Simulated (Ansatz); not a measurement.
A self-consistent single point of BAs (F-43m, 2 atoms in the cell) with Ansatz (an electronic-structure program).

Level of theory: LDA (PW92), default PAW files made with PBE (plane waves; Ansatz).

```
BAs
1.0
    0.00000     2.40649     2.40649
    2.40649     0.00000     2.40649
    2.40649     2.40649     0.00000
B As
1 1
Direct
  0.25000   0.25000   0.25000
  0.00000   0.00000   0.00000
```

Reference input (self-consistent single point, DFT, LDA (PW92), plane waves, default PAW files made with PBE): basis.ecutwfc = 30.9 Ry; kpoints.mp_grid.grid = 10 10 10; hamiltonian.xc = lda; hamiltonian.pseudopotentials = {kind: paw} (the program's default PAW files); scf.occupations.method = fixed. This run's input differs from it in these lines:

Ansatz 0.2 input:
```diff
@@ -10,3 +10,3 @@
 basis:
-  ecutwfc: 30.9 Ry
+  ecutwfc: 27.9 Ry
 kpoints:
```

The program printed (abridged):

```
SCF iter   1: F=—  HF=-4923.497374 eV  |F-HF|=—  |Δ(HF+E_count)|=         —  Δρ=7.06e-3  dr2=1.44e-2  ethr=1.77e-3  ⟨swp⟩=4.3  Hψ=3014  notcnv=0  defer=66
all-band conjugate gradients solve this SCF's bands
preconditioner: auto → none
SCF iter   2: F=—  HF=-4923.493029 eV  |F-HF|=—  |Δ(HF+E_count)|=   4.35e-3  Δρ=2.23e-3  dr2=8.96e-4  ethr=8.01e-5  ⟨swp⟩=2.0  Hψ=1118  notcnv=0  defer=87
SCF iter   3: F=—  HF=-4923.492663 eV  |F-HF|=—  |Δ(HF+E_count)|=   3.65e-4  Δρ=1.09e-3  dr2=1.36e-4  ethr=4.98e-6  ⟨swp⟩=2.0  Hψ=1128  notcnv=0  defer=87
SCF iter   4: F=—  HF=-4923.492643 eV  |F-HF|=—  |Δ(HF+E_count)|=   2.06e-5  Δρ=3.28e-4  dr2=1.16e-5  ethr=7.57e-7  ⟨swp⟩=1.0  Hψ=611  notcnv=0  defer=8
SCF iter   5: F=—  HF=-4923.492641 eV  |F-HF|=—  |Δ(HF+E_count)|=   1.26e-6  Δρ=3.76e-5  dr2=1.69e-7  ethr=6.44e-8  ⟨swp⟩=2.1  Hψ=1021  notcnv=0
SCF iter   6: F=-4923.492641 eV  HF=-4923.492641 eV  |F-HF|=3.55e-10  |Δ(HF+E_count)|=   2.69e-8  Δρ=3.53e-6  dr2=1.32e-9  ethr=5.56e-10  ⟨swp⟩=5.4  Hψ=2503  notcnv=0
SCF 1 converged in 6 iterations: F = -4923.492641 eV  dr2 = 1.32e-9
Free energy (F): -4923.492641 eV
Internal energy: -4923.492641 eV  (E = F + TS)
E sigma→0 (E₀):  -4923.492641 eV
Fermi energy:    10.488483 eV
--- Forces (eV/Å), atoms counted from 1 ---
  atom   1  B     -0.00000000     0.00000000     0.00000000
  atom   2  As    -0.00000000     0.00000000     0.00000000
--- Stress (GPa, compression-positive) ---
       -6.692932       0.000000      -0.000000
        0.000000      -6.692932       0.000000
       -0.000000       0.000000      -6.692932
  P = ⅓ Tr σ = -6.6929 GPa (-66.929 kbar)
  The stress holds the Pulay correction. Without it, at fixed plane waves, as pw.x and ABINIT print it: P = -7.0825 GPa
```

The run converged in 6 iterations. Against the reference run the free energy rises by 2.9 meV/atom, the pressure hardly changes (-6.73 to -6.69 GPa) and the gap on the mesh moves little (1.149 to 1.147 eV).

The starting cell comes from a database of computed structures (which also holds hypothetical and non-ambient phases and stackings), without a prior relaxation at this level. Its lattice was rescaled by a random factor within 2.5 % of one. Ansatz's pressure includes its estimate of the finite-basis (Pulay) stress. The cutoff lies below the one recommended for these files.
